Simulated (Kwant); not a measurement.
Model: Hückel tight-binding model, one pz orbital an atom, one spin, coherent transport at 0 K (Kwant). Conductance is in e²/h.

Device: π system c1cc2sccc2s1 between two chain leads. The π system is taken as planar. Atoms are numbered from 0 in the order of the SMILES. Site energies (eV, carbon 0): [0.0, 0.0, 0.0, -2.64, 0.0, 0.0, 0.0, -2.64]. Bonds (i, j, β in eV): (0,1,-2.4) (1,2,-2.4) (2,3,-1.68) (3,4,-1.68) (4,5,-2.4) (5,6,-2.4) (6,7,-1.68) (7,0,-1.68) (6,2,-2.4). Leads: chains of hopping −3.6 eV, joined by −0.48 eV to atoms 0 and 1.

Site energies and bond integrals are typed Hückel values.

Sweep values stay those of the base run.

One input was changed, with this effect: transmission at E = 0 0.0020 → 5.8e-5.

### Question
Which change was it?
A. contacts moved from atoms [0, 1] to [0, 5]
B. contacts moved from atoms [0, 1] to [0, 4]
C. contacts moved from atoms [0, 1] to [1, 5]

### Answer
C, contacts moved from atoms [0, 1] to [1, 5]
